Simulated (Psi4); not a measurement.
Psi4 1.11, B3LYP/def2-svp: [CH3][Ge]([CH3])([CH3])[SiH2]N, 19 atoms. The geometry is a generated start, not checked to be a minimum at this level.

```
Quantity                              Value
--------------------------  ---------------
task                                 energy
method                                b3lyp
basis                              def2-svp
memory                                 3 GB
maxiter                                 100
keys of the molecule block      symmetry c1
scf_type                       df (default)
e_convergence               1e-06 (default)
d_convergence               1e-06 (default)
dft_radial_points              75 (default)
dft_spherical_points          302 (default)
basis functions                         171
grid points                          403782
```

```xyz
19

Si     1.8822     0.1170     0.7295
N      2.7260    -0.6396    -0.5689
Ge    -0.3906     0.1329     0.0992
C     -0.7933     1.5676    -1.2245
C     -0.9739    -1.5817    -0.7394
C     -1.6099     0.4284     1.6479
H      2.4743     1.4515     0.8307
H      2.0770    -0.5307     2.0380
H      2.3223    -1.4579    -0.9922
H      3.7259    -0.7468    -0.5056
H     -1.7140     1.3554    -1.7629
H      0.0073     1.6608    -1.9538
H     -0.9068     2.5288    -0.7316
H     -0.7582    -2.4309    -0.0973
H     -2.0449    -1.5673    -0.9256
H     -0.4736    -1.7459    -1.6904
H     -1.3860     1.3649     2.1515
H     -1.5194    -0.3717     2.3773
H     -2.6446     0.4654     1.3182
```

With the defaults (diis = true, scf_initial_accelerator = adiis, damping_percentage = 0, diis_max_vecs = 10, guess = auto, which took SAD, diis_start = 1, level_shift = 0, level_shift_cutoff = 0.01, soscf = false, soscf_start_convergence = 0.01) it converges in 9 SCF iterations. One run each on 2 threads, with these changes:
- guess = gwh
- diis_max_vecs = 3
- diis_max_vecs = 20
- diis = false, scf_initial_accelerator = none, damping_percentage = 60
- guess = modhuckel
- soscf = true, soscf_start_convergence = 0.001
- diis_start = 4
- scf_initial_accelerator = none
- level_shift = 0.5, level_shift_cutoff = 0.001

Name the settings that don't reach the solution of the defaults.

No convergence: diis = false, scf_initial_accelerator = none, damping_percentage = 60 (the run ends without SCF convergence in 100 iterations). The rest reach the solution of the defaults.

```
setting                                                                SCF iterations  JK calls             end
---------------------------------------------------------------------  --------------  --------  --------------
soscf = true, soscf_start_convergence = 0.001                                       8        19   same solution
the defaults                                                                        9        10   same solution
guess = modhuckel                                                                   9        37   same solution
level_shift = 0.5, level_shift_cutoff = 0.001                                       9        10   same solution
diis_max_vecs = 20                                                                  9        10   same solution
scf_initial_accelerator = none                                                      9        10   same solution
guess = gwh                                                                        14        14   same solution
diis_max_vecs = 3                                                                  15        16   same solution
diis_start = 4                                                                     18        19   same solution
diis = false, scf_initial_accelerator = none, damping_percentage = 60             100       101  no convergence
```

An SOSCF iteration holds several JK calls; a Hückel guess adds calls on atoms. 1 further run of the study ended by our limits or in an error and is left out.
